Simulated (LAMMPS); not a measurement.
LAMMPS 22 Jul 2025, classical MD, EAM (Finnis-Sinclair form) (Fe_mm.eam.fs): Fe, 128000 atoms.

| Item | Result |
|---|---|
| task | MD, nve |
| potential | EAM (Finnis-Sinclair form), Fe_mm.eam.fs |
| copies of the repeat unit | 40×40×40 |
| shape (slab and sphere leave vacuum in the box) | bulk |
| temperature | 800 K |
| steps | 800 |
| timestep | 2 fs |
| atom_modify sort (bins of 2 Å where set) | 1000 (default) |
| comm_style | brick (default) |
| box | 114.6 × 114.6 × 114.6 Å |
| start | generated bcc lattice, warmed in an untimed run |
| compared values | energy and forces of the first step, drift over the run |

Hardware: Arm Neoverse V2, 96 cores on 1 socket, no SMT, 1 L3 cache group.

Times are wall-clock medians of two to five runs, from launch to exit, with nothing else on the machine. Processes are pinned to neighbouring cores unless said otherwise. The build: PyPI wheel: MPICH, OPENMP and OPT packages; another build can shift the numbers. Scratch files lie in a memory file system. A preparatory run goes ahead and isn't timed.

First run (32 ranks, skin = 2 Å, neigh_modify = every 1 delay 0 check yes, thermo = 100, newton = on (default)):

```
Loop time of 4.53148 on 32 procs for 800 steps with 128000 atoms

Performance: 30.507 ns/day, 0.787 hours/ns, 176.543 timesteps/s, 22.597 Matom-step/s
97.3% CPU use with 32 MPI tasks x 1 OpenMP threads

MPI task timing breakdown:
Section |  min time  |  avg time  |  max time  |%varavg| %total
---------------------------------------------------------------
Pair    | 4.1113     | 4.1533     | 4.1966     |   1.2 | 91.65
Neigh   | 0.12285    | 0.12531    | 0.1276     |   0.3 |  2.77
Comm    | 0.15963    | 0.2003     | 0.24345    |   5.2 |  4.42
Output  | 0.00036296 | 0.00039536 | 0.00058059 |   0.0 |  0.01
Modify  | 0.024692   | 0.025453   | 0.026399   |   0.2 |  0.56
Other   |            | 0.02674    |            |       |  0.59

Nlocal:           4000 ave        4052 max        3953 min
Histogram: 1 3 7 1 5 5 5 2 0 3
Nghost:        7993.56 ave        8043 max        7924 min
Histogram: 1 0 1 3 5 8 6 3 3 2
Neighs:         281360 ave      286072 max      276797 min
Histogram: 1 2 4 4 6 4 4 4 2 1

Total # of neighbors = 9003522
Ave neighs/atom = 70.340016
Neighbor list builds = 19
Dangerous builds = 0
```

Second run:

```
Loop time of 3.11004 on 32 procs for 800 steps with 128000 atoms

Performance: 44.450 ns/day, 0.540 hours/ns, 257.232 timesteps/s, 32.926 Matom-step/s
96.8% CPU use with 32 MPI tasks x 1 OpenMP threads

MPI task timing breakdown:
Section |  min time  |  avg time  |  max time  |%varavg| %total
---------------------------------------------------------------
Pair    | 2.5536     | 2.5809     | 2.6155     |   1.1 | 82.98
Neigh   | 0.28871    | 0.31844    | 0.33837    |   2.6 | 10.24
Comm    | 0.13676    | 0.16241    | 0.20037    |   3.9 |  5.22
Output  | 0.00033425 | 0.00036843 | 0.00058922 |   0.0 |  0.01
Modify  | 0.022742   | 0.023444   | 0.023958   |   0.2 |  0.75
Other   |            | 0.02452    |            |       |  0.79

Nlocal:           4000 ave        4052 max        3955 min
Histogram: 2 0 4 5 8 7 2 1 2 1
Nghost:        5776.84 ave        5828 max        5719 min
Histogram: 1 3 5 4 2 1 5 5 3 3
Neighs:         123928 ave      125754 max      122524 min
Histogram: 3 2 5 7 3 2 5 1 3 1

Total # of neighbors = 3965688
Ave neighs/atom = 30.981938
Neighbor list builds = 105
Dangerous builds = 0
```

Task: Which of these changes turns the first timing block into the second?
(A) skin = 0.5 Å
(B) neigh_modify = every 1 delay 10 check yes
(C) newton = off
(D) thermo = 10

Result: A, skin = 0.5 Å. List entries an atom go from 70 to 31, Neigh from 0.13 to 0.32 s and Pair from 4.2 to 2.6 s. The other changes gave 4.7 s (neigh_modify = every 1 delay 10 check yes), 5.6 s (newton = off), 4.8 s (thermo = 10), against 3.3 s here and 4.7 s at first.
